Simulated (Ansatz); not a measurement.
## A15 V₃Sn

Calculation: LDA (Ansatz, a quantum-chemistry and plane-wave program, PAW).

Run with plane-wave cutoff 500 eV, 12×12×12 k mesh, Fermi–Dirac smearing 0.1 eV, no spin polarisation, scalar-relativistic PAW data made under PBE.

Cell (relaxed at this level):

SnV3 is taken in the cubic space group Pm-3n (No. 223), the A15 (Cr3Si type) structure, Pearson symbol cP8. Conventional cell: a = b = c = 4.853 Å, α = β = γ = 90.00°. V on 6c is coordinated by 2 V at 2.426 Å and 8 V at 2.972 Å and 4 Sn at 2.713 Å. Sn on 2a has 12 V at 2.713 Å. (Neighbours: up to the widest gap in distance over summed covalent radii, below 1.35, at either atom.)

```json
{
 "band_gap": "zero (no gap)"
}
```

Note: the volume lies 7 % below that of the published cell.

Spin–orbit coupling is not included.

The computed numbers hold no vibrational or temperature effects.

It cost roughly 2.7 core-minutes of CPU time.
